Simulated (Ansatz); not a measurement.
**WC, response to strain**

The parent structure is WC (space group P-6m2, No. 187; a = 2.9225 Å, c = 2.8462 Å; relaxed with 0.1 eV smearing).

Strains are applied to the cell and any free atomic positions relax.

Level of theory: plane-wave PAW DFT at the PBE level (Ansatz, an electronic-structure program, 420 eV), scalar-relativistic without spin-orbit coupling.

Notes on the quantities. energy relative to the base: free energy F; pressure: mean of the normal stresses, compression positive.

| variant | energy relative to the base | pressure | shortest interatomic distance |
|---|---|---|---|
| base | 0 meV/atom | 0.0 GPa | 2.207 Å |
| isotropic strain −2.50 % | +77 meV/atom | 34.4 GPa | 2.152 Å |
| isotropic strain −2.00 % | +49 meV/atom | 26.6 GPa | 2.163 Å |
| isotropic strain −1.50 % | +27 meV/atom | 19.3 GPa | 2.174 Å |
| isotropic strain −0.50 % | +2.9 meV/atom | 6.0 GPa | 2.196 Å |
| isotropic strain +0.50 % | +2.8 meV/atom | -5.6 GPa | 2.218 Å |
| isotropic strain +1.50 % | +24 meV/atom | -15.7 GPa | 2.240 Å |
| isotropic strain +2.00 % | ? | ? | 2.251 Å |
| isotropic strain +2.50 % | +66 meV/atom | -24.4 GPa | 2.262 Å |
| isotropic strain +3.00 % | +93 meV/atom | -28.3 GPa | 2.274 Å |

Question: Some entries are withheld; estimate them.

Answer: 
- isotropic strain +2.00 %, energy relative to the base: +43 meV/atom
- isotropic strain +2.00 %, pressure: -20.2 GPa

No phonon test of stability was made. The final runs are not spin-polarised.
